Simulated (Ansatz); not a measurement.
Start from CdSe in the wurtzite structure (space group P6_3mc, No. 186; a = 4.3400 Å, c = 7.0780 Å).

All numbers come from Kohn–Sham DFT with the r2SCAN functional, run in Ansatz (a first-principles code) with PAW and 500 eV plane waves, without spin-orbit coupling.

One change was made to it. Results:

```csv
quantity,base,after
electron mass,"0.093 mₑ along c, 0.10 mₑ across (at Γ)","0.094 mₑ along c, 0.10 mₑ across (at Γ)"
band gap,1.11 eV,1.14 eV
lattice parameter a,4.340 Å,4.321 Å
"valence-band top at Γ (three highest levels, from the VBM)","0.00, 0.00, -0.04 eV","0.00, 0.00, -0.05 eV"
```

Problem. What was done to the base?
(A) pressure 10 GPa
(B) pressure −2 GPa
(C) pressure 0.7 GPa
(D) pressure −1 GPa
(E) pressure 7.5 GPa

Solution. C, pressure 0.7 GPa. For comparison, the band gap in the other runs: pressure −2 GPa gives 1.00 eV; pressure −1 GPa gives 1.06 eV; pressure 7.5 GPa gives 1.36 eV; pressure 10 GPa gives 1.42 eV.

Load acts through the strain it causes; cell and atoms are relaxed under it. Effective masses come from finite differences of ±0.01 Å⁻¹. Stability against distortions was not tested. Measured, CdSe leaves this structure (for rock salt) near 2.72 GPa (temperature not stated; as listed in Datta, Sujoy, Jana, Debnarayan, arXiv (2020)), on rising pressure, with hysteresis.
